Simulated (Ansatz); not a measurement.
# Pd under a change: tensor shear ε_xy = +2.00 %

The reference is Pd in the fcc (Cu type) structure (space group Fm-3m, No. 225; a = 3.910 Å; relaxed with 0.1 eV smearing). Axes: x, y, z lie along the cube axes.

It is then changed as follows: a pure shear with ε_xy = ε_yx = 0.0200; the atoms relax in the strained cell.

Level of theory: r2SCAN (Ansatz, a first-principles code; PAW; 500 eV plane waves; spin-orbit coupling left out). Γ-centred 29×29×29 mesh, Fermi–Dirac width 0.1 eV.

The volume per atom stays essentially unchanged (14.95 Å³ against 14.94 Å³) and the space group goes from Fm-3m (No. 225) to Immm (No. 71). The shortest interatomic distance shrinks by 0.055 Å (2.765 Å → 2.710 Å) and the energy increases by 5.5 meV/atom. The pressure (mean of the normal stresses, compression positive) goes from zero to 0.3 GPa and the band gap is still zero. The stress (xx, yy, zz, yz, xz, xy; compression positive) comes out as (0.5, 0.5, -0.1, 0.0, 0.0, -3.0) GPa.

No phonon test of stability was made. All final runs are without spin polarisation. Pd has a high density of states at the Fermi level and may be magnetic at this level.
